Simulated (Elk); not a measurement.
# Elk run on RePt (R-3m, 2 atoms in the cell): self-consistent single point

Method of the run: LDA (PW92), all-electron FP-LAPW, Elk's shipped species files, APW+lo basis with extra local orbitals (Elk).

This input was run:

```
tasks
  0

xctype
  3

tforce
  .true.

rgkmax
  7.5

gmaxvr
  18.0

lmaxapw
  10

lmaxo
  8

nxlo
  2

lorbcnd
  .true.

lradstp
  2

nrmtscf
  2.0

rmtscf
  0.88

lmaxi
  4

stype
  3

swidth
  0.00499791

scale
  9.155301232

avec
    0.2861204796    0.1651917359    0.9438467892
   -0.2861204796    0.1651917359    0.9438467892
    0.0000000000   -0.3303834718    0.9438467892

atoms
  2   : nspecies
  'Re.in'   : spfname
  1   : natoms; atposl, bfcmt below
  0.5000000000  0.5000000000  0.5000000000    0.0 0.0 0.0
  'Pt.in'   : spfname
  1   : natoms; atposl, bfcmt below
  0.0000000000  0.0000000000  0.0000000000    0.0 0.0 0.0

ngridk
  15 15 15
```

Output (repeated stretches shortened):

```
│ Elk code version 10.2.4 │

All units are atomic (Hartree, Bohr, etc.)

│ Ground-state run starting from atomic densities │

Lattice vectors :
   2.619519179       1.512380103       8.641201672
  -2.619519179       1.512380103       8.641201672
   0.000000000      -3.024760206       8.641201672

Unit cell volume      :    205.4035424
Brillouin zone volume :    1.207623834

Muffin-tin inner radius fraction :   0.1000000000E-01

Nuclei treated as point charges

Species :    1 (Re)
 parameters loaded from : Re.in
 name : rhenium
 nuclear charge    :   -75.00000000
 electronic charge :    75.00000000
 atomic mass :    339434.5961
 muffin-tin radius :    2.464000000
 number of radial points in muffin-tin :   1399
 atomic positions (lattice), magnetic fields (Cartesian) :
   1 :   0.00000000  0.00000000  0.00000000    0.00000000  0.00000000  0.00000000

Species :    2 (Pt)
 parameters loaded from : Pt.in
 name : platinum
 nuclear charge    :   -78.00000000
 electronic charge :    78.00000000
 atomic mass :    355605.4398
 muffin-tin radius :    2.464000000
 number of radial points in muffin-tin :   1399
 atomic positions (lattice), magnetic fields (Cartesian) :
   1 :   0.50000000  0.50000000  0.50000000    0.00000000  0.00000000  0.00000000

Total number of atoms per unit cell :    2

Spin treatment :
 spin-unpolarised

Number of Bravais lattice symmetries :   12
Number of crystal symmetries         :   12
Crystal has inversion symmetry
Real symmetric eigensolver will be used

k-point grid :     15    15    15
k-point offset :    0.000000000       0.000000000       0.000000000
k-point set is reduced with full crystal symmetry group
Total number of k-points :      344

Muffin-tin radius times maximum |G+k| :    7.500000000
 using average radius
Maximum |G+k| for APW functions       :    3.043831169
Maximum (1/2)|G+k|²                   :    4.632454092
Maximum |G| for potential and density :    18.00000000
 potential will be trimmed for |G| > 2 gkmax
Constant for pseudocharge density :   11
Radial integration step length :    2

G-vector grid sizes :     54    54    54
Number of G-vectors :    20137

Maximum angular momentum used for
 APW functions                      :   10
 outer part of muffin-tin           :    8
 inner part of muffin-tin           :    4

Total nuclear charge    :   -153.0000000
Total core charge       :    94.00000000
Total valence charge    :    59.00000000
Total excess charge     :    0.000000000
Total electronic charge :    153.0000000

Effective Wigner radius, rₛ :   0.6843463622

Number of empty states         :    8
Total number of valence states :   38
Total number of core states    :   94

Conduction state local-orbitals added automatically
Total number of local-orbitals :  265

Exchange-correlation functional :      3     0     0
 Perdew-Wang/Ceperley-Alder, Phys. Rev. B 45, 13244 (1992)
 gradient requirement :    0
 local density approximation (LDA)

Smearing type :    3
 Fermi-Dirac
Smearing width :   0.4997910000E-02
Effective electronic temperature (K) :    1578.215154

Mixing type :    3
 Broyden mixing, J. Phys. A: Math. Gen. 17, L317 (1984)

Kohn-Sham potential initialised from atomic data

│ Self-consistent loop started │
│ Loop number : 1 │
 total energy                :     -35134.7977665
│ Loop number : 2 │
 total energy                :     -35136.0185912
RMS change in Kohn-Sham potential (target) :   0.3518091402     (  0.1000000000E-05)
Absolute change in total energy (target)   :    1.220824727     (  0.1000000000E-03)
│ Loop number : 3 │
 total energy                :     -35147.8264629
RMS change in Kohn-Sham potential (target) :   0.1815599454     (  0.1000000000E-05)
Absolute change in total energy (target)   :    12.11307794     (  0.1000000000E-03)
│ Loop number : 4 │
 total energy                :     -35154.1970140
RMS change in Kohn-Sham potential (target) :   0.6318871981E-01 (  0.1000000000E-05)
Absolute change in total energy (target)   :    9.398820584     (  0.1000000000E-03)
│ Loop number : 5 │
 total energy                :     -35154.0071339
RMS change in Kohn-Sham potential (target) :   0.3680882818E-01 (  0.1000000000E-05)
Absolute change in total energy (target)   :    2.159824963     (  0.1000000000E-03)
│ Loop number : 6 │
 total energy                :     -35149.2495122
RMS change in Kohn-Sham potential (target) :   0.1422026841E-01 (  0.1000000000E-05)
Absolute change in total energy (target)   :    4.217665397     (  0.1000000000E-03)
│ Loop number : 7 │
 total energy                :     -35145.1117221
RMS change in Kohn-Sham potential (target) :   0.1764082040E-02 (  0.1000000000E-05)
Absolute change in total energy (target)   :    5.192206491     (  0.1000000000E-03)
│ Loop number : 8 │
 total energy                :     -35144.6610321
RMS change in Kohn-Sham potential (target) :   0.1769187813E-02 (  0.1000000000E-05)
Absolute change in total energy (target)   :    1.748741555     (  0.1000000000E-03)
│ Loop number : 9 │
 total energy                :     -35144.7983405
RMS change in Kohn-Sham potential (target) :   0.2317103178E-03 (  0.1000000000E-05)
Absolute change in total energy (target)   :   0.2998769976     (  0.1000000000E-03)
│ Loop number : 10 │
 total energy                :     -35144.8507229
RMS change in Kohn-Sham potential (target) :   0.5535851390E-04 (  0.1000000000E-05)
Absolute change in total energy (target)   :   0.2258690497E-01 (  0.1000000000E-03)
│ Loop number : 11 │
 total energy                :     -35144.8484489
RMS change in Kohn-Sham potential (target) :   0.5162522114E-04 (  0.1000000000E-05)
Absolute change in total energy (target)   :   0.7920742413E-02 (  0.1000000000E-03)
│ Loop number : 12 │
 total energy                :     -35144.8483613
RMS change in Kohn-Sham potential (target) :   0.1008614562E-04 (  0.1000000000E-05)
Absolute change in total energy (target)   :   0.2067746602E-02 (  0.1000000000E-03)
│ Loop number : 13 │
 total energy                :     -35144.8480568
RMS change in Kohn-Sham potential (target) :   0.1723144974E-05 (  0.1000000000E-05)
Absolute change in total energy (target)   :   0.8214138725E-03 (  0.1000000000E-03)
│ Loop number : 14 │
 total energy                :     -35144.8483109
RMS change in Kohn-Sham potential (target) :   0.9273437907E-06 (  0.1000000000E-05)
Absolute change in total energy (target)   :   0.4870083649E-04 (  0.1000000000E-03)
Convergence targets achieved

│ Loop number : 15 │

Energies :
 Fermi                       :     0.503612622143
 sum of eigenvalues          :     -21546.7441684
 electron kinetic            :      39981.9685611
 core electron kinetic       :      38461.5801832
 Coulomb                     :     -74456.3610355
 Coulomb potential           :     -60638.6945527
 nuclear-nuclear             :     -2834.75078915
 electron-nuclear            :     -82604.5259399
 Hartree                     :      10982.9156936
 Madelung                    :     -44137.0137591
 xc potential                :     -890.018176904
 exchange                    :     -654.501985180
 correlation                 :     -15.9501041309
 electron entropic           :    -0.383450058319E-02
 total energy                :     -35144.8483981

Density of states at Fermi energy :    45.83721202
 (states/Hartree/unit cell)

Estimated indirect band gap :   0.1683943711E-03
 from k-point    306 to k-point    288
Estimated direct band gap   :   0.3127786451E-02
 at k-point    262

Charges :
 core                        :    94.00000000
 valence                     :    59.00000000
 interstitial                :    3.561116366
 muffin-tins (core leakage)
  species :    1 (Re)
   atom    1                 :    72.98567835     (  0.7099680204E-06)
  species :    2 (Pt)
   atom    1                 :    76.45320529     (  0.9015193824E-03)
 total in muffin-tins        :    149.4388836
 total calculated charge     :    152.9985218
 total charge                :    153.0000000
 error                       :   0.1478182805E-02

│ Self-consistent loop stopped │

Forces :
 species :    1 (Re)
  atom :    1
   Hellmann-Feynman          :     0.00000000    0.00000000    0.00000000
   IBS                       :     0.00000000    0.00000000    0.00000000
   total force               :     0.00000000    0.00000000    0.00000000
   total magnitude           :     0.00000000
 species :    2 (Pt)
  atom :    1
   Hellmann-Feynman          :     0.00000000    0.00000000    0.00000000
   IBS                       :     0.00000000    0.00000000   -0.00000000
   total force               :     0.00000000    0.00000000    0.00000000
   total magnitude           :     0.00000000
```

The run converged in 15 iterations. The count includes the last loop, which Elk runs after its targets are met.

The starting cell comes from a database of computed structures (which also holds hypothetical and non-ambient phases and stackings), without a prior relaxation at this level. Spin-orbit coupling is off. Spin polarisation is off. Values depend on the basis (sphere radii, cutoffs, local orbitals), which need not be converged. The log's line on a gap gives a spacing of levels on this mesh, which the program prints for metals too.

Cost on one core of a shared machine: roughly 6 min.
